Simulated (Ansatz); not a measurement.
**A computed series for Al2Cu: point defects**

The reference is a 12-atom supercell of Al2Cu (space group I4/mcm, No. 140; a = 6.0594 Å, c = 4.8739 Å) at its relaxed geometry.

One neutral defect a cell, atoms relaxed at fixed cell.

Calculations: Kohn–Sham DFT with the PBE functional, run in Ansatz (a quantum-chemistry and plane-wave program) with PAW and 420 eV plane waves, spin-orbit coupling left out, earlier PAW set.

| case | pressure | largest displacement of a host atom from its site in the perfect cell |
|---|---|---|
| perfect supercell | 0.0 GPa | – |
| H interstitial (started 1.74 Å from the nearest host atom) | ___ | 0.31 Å |
| Pt on a Cu site | 3.0 GPa | 0.09 Å |
| Li interstitial (started 1.74 Å from the nearest host atom) | 9.0 GPa | 0.91 Å |
| Mg on a Al site, symmetric start | 2.1 GPa | 0.20 Å |
| Al vacancy | ___ | ___ |

Question: Complete the table.

Answer: 
- H interstitial (started 1.74 Å from the nearest host atom), pressure: 3.1 GPa
- Al vacancy, pressure: -2.3 GPa
- Al vacancy, largest displacement of a host atom from its site in the perfect cell: 0.11 Å

In so small a cell the defect repeats every few ångströms: this is an ordered compound, not a dilute defect. Defects with a symmetric start kept the site's symmetry and may sit on a saddle; the others started slightly shaken. All final runs are without spin polarisation.
